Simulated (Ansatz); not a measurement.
Pressure series in W3N4

Take W₃N₄ (space group Pm-3m, No. 221; a = 4.215 Å) as the base.

Cell and atoms are relaxed at each pressure.

The values are results of Ansatz (a program for electronic structure), PBE, PAW, cutoff 420 eV, no spin-orbit coupling, not measurements.

| pressure (GPa) | volume per atom (Å³/atom) |
|---|---|
| -2 | 10.763 |
| -1 | 10.732 |
| 0 | 10.701 |
| 0.3 | 10.692 |
| 0.7 | 10.680 |
| 1.5 | 10.656 |
| 3 | ? |
| 7.5 | 10.482 |

Problem. Fit the third-order Birch–Murnaghan form P(V) = (3B₀/2)[(V₀/V)^(7/3) − (V₀/V)^(5/3)]·[1 + (3/4)(B₀′ − 4)((V₀/V)^(2/3) − 1)] (squares taken in P) to the rows shown and predict the withheld row.

Solution. Least squares on the printed values gives V₀ = 10.701 Å³/atom, B₀ = 351 GPa, B₀′ = 3.2; this predicts 10.611 Å³/atom, and the run gives 10.610 Å³/atom, in agreement.

Load acts through the strain it causes; cell and atoms are relaxed under it. Whether these cells are dynamically stable was not tested. Competing high-pressure phases were not computed. The final runs are not spin-polarised.
